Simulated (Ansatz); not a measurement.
**PbTe (within 0.1 Å of P6₃/mmc, No. 194, 8 atoms in the cell; start mp-2517816; high-pressure phase)**

Computed with r²SCAN in Ansatz (PAW).

Numerical settings: plane-wave cutoff 560 eV, 4×8×4 k mesh (along the axes of the cell as run), Fermi–Dirac smearing 0.01 eV, scalar-relativistic PAW data made under PBE.

Cell (relaxed at this level):

```
PbTe
1.0
    7.92864     0.00000     0.00000
    0.00000     4.54382     0.00000
    0.00000     0.00000     7.87080
Te Pb
4 4
Direct
  0.25030   0.75000   0.08333
  0.74970   0.25000   0.91667
  0.24970   0.25000   0.58333
  0.75030   0.75000   0.41667
  0.00029   0.75000   0.74967
  0.99971   0.25000   0.25033
  0.49971   0.25000   0.24967
  0.50029   0.75000   0.75033
```

For PbTe (within 0.1 Å of P6₃/mmc, No. 194, 8 atoms in the cell; start mp-2517816; high-pressure phase), the band gap comes out as 0.39 eV and the smallest direct gap on the k points sampled is 0.48 eV.

Spin–orbit coupling is not included; with these elements it can move the gap by several tenths of an eV or more.

A start named mp-… is a Materials Project structure, which need not be a measured phase.

Ansatz is a quantum-chemistry and plane-wave program.
